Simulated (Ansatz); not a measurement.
LaGaO₃ (Imma, No. 74, 10 atoms in the cell; start mp-556983; a measured phase of this formula has another space group) was calculated with PBEsol (Ansatz, a first-principles code, plane waves, PAW).

Settings: plane-wave cutoff 520 eV, 10×10×10 k mesh, Fermi–Dirac smearing 0.01 eV, scalar-relativistic PAW data made under PBE.

Cell (relaxed with PBEsol):

```
GaLaO3
1.0
   -2.73312     3.86700     2.76541
    2.73312    -3.86700     2.76541
    2.73312     3.86700    -2.76541
La Ga O
2 2 6
Direct
  0.75706   0.00706   0.75000
  0.24294   0.99294   0.25000
  0.00000   0.50000   0.50000
  0.50000   0.50000   0.00000
  0.20719   0.00000   0.70719
  0.79281   0.00000   0.29281
  0.79281   0.50000   0.79281
  0.20719   0.50000   0.20719
  0.67224   0.42224   0.25000
  0.32776   0.57776   0.75000
```

Problem. What does this level give for the band gap and smallest direct gap on the k points sampled?

Solution. 
band gap: 3.48 eV
smallest direct gap on the k points sampled: 3.64 eV

Spin–orbit coupling is not included.

The computed numbers hold no vibrational or temperature effects.

Computing time: roughly 2.4 core-minutes.

A start named mp-… is a Materials Project structure, which need not be a measured phase.
